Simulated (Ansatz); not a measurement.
The starting structures come from a database of crystals and need not be the phases stable at ambient conditions.

 Where the default PAW files enter, the runs use the earlier of Ansatz's two default sets.

# Evanescent states of Rh₂O₃ (R-3c, corundum, not sure to be the ambient phase, 10 atoms a cell, 10.6 Å³ an atom) along the normal of (101)

These are r2SCAN (plane waves, PAW; Ansatz, a program for electronic structure) values and carry that method's errors.

The gap is the functional's own. No spin-orbit coupling. Mid-gap values are interpolated on the energy grid.

Energies count from the valence-band top; κ is the least over a 8×6 mesh across the current.

```json
[
 {"E (eV)": "0.04", "κ (1/Å)": "0.158", "where": "Γ"},
 {"E (eV)": "0.10", "κ (1/Å)": "0.240", "where": "Γ"},
 {"E (eV)": "0.17", "κ (1/Å)": "0.278", "where": "off Γ"},
 {"E (eV)": "0.24", "κ (1/Å)": "[?]", "where": "off Γ"},
 {"E (eV)": "0.32", "κ (1/Å)": "[?]", "where": "off Γ"},
 {"E (eV)": "0.39", "κ (1/Å)": "[?]", "where": "off Γ"},
 {"E (eV)": "0.46", "κ (1/Å)": "[?]", "where": "off Γ"},
 {"E (eV)": "0.53", "κ (1/Å)": "[?]", "where": "off Γ"},
 {"E (eV)": "0.59", "κ (1/Å)": "[?]", "where": "off Γ"},
 {"E (eV)": "0.67", "κ (1/Å)": "[?]", "where": "off Γ"},
 {"E (eV)": "0.73", "κ (1/Å)": "[?]", "where": "off Γ"},
 {"E (eV)": "0.81", "κ (1/Å)": "0.238", "where": "off Γ"},
 {"E (eV)": "0.88", "κ (1/Å)": "0.189", "where": "off Γ"},
 {"E (eV)": "0.94", "κ (1/Å)": "0.106", "where": "off Γ"}
]
```

### Question
Complete the blanks.

### Answer

- 0.24, κ (1/Å): 0.291
- 0.32, κ (1/Å): 0.294
- 0.39, κ (1/Å): 0.295
- 0.46, κ (1/Å): 0.294
- 0.53, κ (1/Å): 0.290
- 0.59, κ (1/Å): 0.285
- 0.67, κ (1/Å): 0.277
- 0.73, κ (1/Å): 0.266
